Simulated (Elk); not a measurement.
Elk run on TaAu (P4/mmm, 2 atoms in the cell): self-consistent single point.

Level of theory: Elk with LDA (PW92), all-electron FP-LAPW, Elk's shipped species files, APW+lo basis with extra local orbitals.

The change in words: lattice scaled by 0.98. Reference geometry:
```yaml
crystal:
  lattice:
    - [2.95589, 0.00000, 0.00000]
    - [0.00000, 2.95589, 0.00000]
    - [0.00000, 0.00000, 4.15809]
  atoms:
    - { symbol: Ta, position: [0.50000, 0.50000, 0.50000] }
    - { symbol: Au, position: [0.00000, 0.00000, 0.00000] }
```

Reference input (self-consistent single point, DFT, LDA (PW92), all-electron FP-LAPW, Elk's shipped species files, APW+lo basis with extra local orbitals): rgkmax = 8; swidth = 0.00367493 Ha; ngridk = 9 9 7; tforce = true; gmaxvr = 18 1/bohr; lmaxapw = 10; lmaxo = 8; nxlo = 2; lorbcnd = true; lradstp = 2; nrmtscf = 2; rmtscf = 0.94. This run's input differs from it in these lines:

```diff
@@ -43,5 +43,5 @@
 avec
-    5.5858187751    0.0000000000    0.0000000000
-    0.0000000000    5.5858187751    0.0000000000
-    0.0000000000    0.0000000000    7.8576531913
+    5.4741019460    0.0000000000    0.0000000000
+    0.0000000000    5.4741019460    0.0000000000
+    0.0000000000    0.0000000000    7.7004997873
```

The program printed (abridged):

```
│ Self-consistent loop started │
│ Loop number : 1 │
 total energy                :     -34638.8236901
│ Loop number : 2 │
 total energy                :     -34640.3434238
RMS change in Kohn-Sham potential (target) :   0.2597947317     (  0.1000000000E-05)
Absolute change in total energy (target)   :    1.519733670     (  0.1000000000E-03)
│ Loop number : 3 │
 total energy                :     -34654.1356626
RMS change in Kohn-Sham potential (target) :   0.1322861761     (  0.1000000000E-05)
Absolute change in total energy (target)   :    14.17217224     (  0.1000000000E-03)
│ Loop number : 4 │
   [... lines left out ...]
Absolute change in total energy (target)   :   0.5666525540E-03 (  0.1000000000E-03)
│ Loop number : 16 │
 total energy                :     -34654.3177729
RMS change in Kohn-Sham potential (target) :   0.2876434317E-06 (  0.1000000000E-05)
Absolute change in total energy (target)   :   0.1859776603E-03 (  0.1000000000E-03)
│ Loop number : 17 │
 total energy                :     -34654.3177815
RMS change in Kohn-Sham potential (target) :   0.3333280132E-07 (  0.1000000000E-05)
Absolute change in total energy (target)   :   0.5512913049E-04 (  0.1000000000E-03)
Convergence targets achieved

│ Loop number : 18 │

Energies :
 Fermi                       :     0.432273622623
 total energy                :     -34654.3177822

Density of states at Fermi energy :    37.96289646
 (states/Hartree/unit cell)

Estimated indirect band gap :   0.3501381498E-03
 from k-point     43 to k-point     26
Estimated direct band gap   :   0.1654741980E-01
 at k-point     11

Charges :
 core                        :    94.00000000
 valence                     :    58.00000000
 interstitial                :    2.705923747
 muffin-tins (core leakage)
  species :    1 (Ta)
   atom    1                 :    71.19289832     (  0.6479534989E-06)
  species :    2 (Au)
   atom    1                 :    78.10117794     (  0.2430150755E-03)
 total in muffin-tins        :    149.2940763
   [... lines left out ...]
   total force               :     0.00000000    0.00000000    0.00000000
   total magnitude           :     0.00000000
 species :    2 (Au)
  atom :    1
   Hellmann-Feynman          :     0.00000000    0.00000000    0.00000000
   IBS                       :    -0.00000000    0.00000000    0.00000000
   total force               :     0.00000000    0.00000000    0.00000000
   total magnitude           :     0.00000000
```

The run converged in 18 iterations. The count includes the last loop, which Elk runs after its targets are met. Against the reference run the free energy falls by 73.9 meV/atom.

The starting cell comes from a database of computed structures (which also holds hypothetical and non-ambient phases and stackings), without a prior relaxation at this level. Its lattice was rescaled by a random factor within 2.5 % of one. For this run, on top of that: lattice scaled by 0.98. Spin-orbit coupling is off. Spin polarisation is off. Values depend on the basis (sphere radii, cutoffs, local orbitals), which need not be converged. The log's line on a gap gives a spacing of levels on this mesh, which the program prints for metals too.
